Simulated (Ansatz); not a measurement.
Results of RPBE (Ansatz, a first-principles code, plane waves, PAW) for antifluorite K2S.

Run with plane-wave cutoff 520 eV, 8×8×8 k mesh, Fermi–Dirac smearing 0.01 eV, scalar-relativistic PAW data made under PBE.

A third-order Birch–Murnaghan fit to the energies gives V0 = 36.934 Å³/atom, B0 = 15.7 GPa, B′ = 4.3.

```tsv
V (Å³/atom)	P (GPa)
34.747	[?]
35.486	0.683
36.226	0.316
36.965	-0.013
37.704	[?]
38.444	-0.576
39.183	-0.816
```

Task: Estimate the withheld pressures from this fit; the answers are the runs' own values.

Result: 
- 34.747, P (GPa): 1.091
- 37.704, P (GPa): -0.310

The formula P = (3/2) B0 (x^(7/3) − x^(5/3)) [1 + (3/4)(B′ − 4)(x^(2/3) − 1)] with x = V0/V meets the computed pressures within 0.01 GPa when these rounded values are put in.

Measured, for comparison: equilibrium volume per atom 33.65 Å³/atom (temperature not stated, not corrected to a static lattice; as tabulated in Syrotyuk et al. (2015), arXiv:1510.06546). Computed (rounded) less measured: equilibrium volume per atom +9.7 %.

The computed numbers hold no vibrational or temperature effects.
